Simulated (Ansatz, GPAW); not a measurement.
Code comparison for Nb₃Sn (Pm-3n, 8 atoms in the cell)

Self-consistent single point.

```
Nb3Sn
1.0
    5.30433     0.00000     0.00000
    0.00000     5.30433     0.00000
    0.00000     0.00000     5.30433
Nb Sn
6 2
Direct
  0.25000   0.00000   0.50000
  0.75000   0.00000   0.50000
  0.50000   0.75000   0.00000
  0.50000   0.25000   0.00000
  0.00000   0.50000   0.75000
  0.00000   0.50000   0.25000
  0.00000   0.00000   0.00000
  0.50000   0.50000   0.50000
```

Shared settings, as Ansatz (a program for electronic structure) writes them: kpoints.mp_grid.grid = 5 5 5; scf.occupations.method = fermi_dirac; scf.occupations.width = 0.1 eV. Potentials and cutoffs stand in the table.

| code | model | pressure (GPa) | cutoff |
|---|---|---|---|
| GPAW | PBEsol, GPAW PAW datasets PBEsol (made by gpaw-setup) | -4.84 | 600 eV |
| Ansatz | PBEsol, PAW files made with PBE | -4.12 | default |

On Ansatz's run: spin polarisation is off.

The spread over the programs that give each value: pressure within 0.72 GPa.

Ansatz's pressure is given at a fixed set of plane waves, as the other plane-wave codes print theirs.

The starting cell comes from a database of computed structures (which also holds hypothetical and non-ambient phases and stackings), without a prior relaxation at this level. Its lattice was rescaled by a random factor within 2.5 % of one.

Keys are those of Ansatz 0.2.
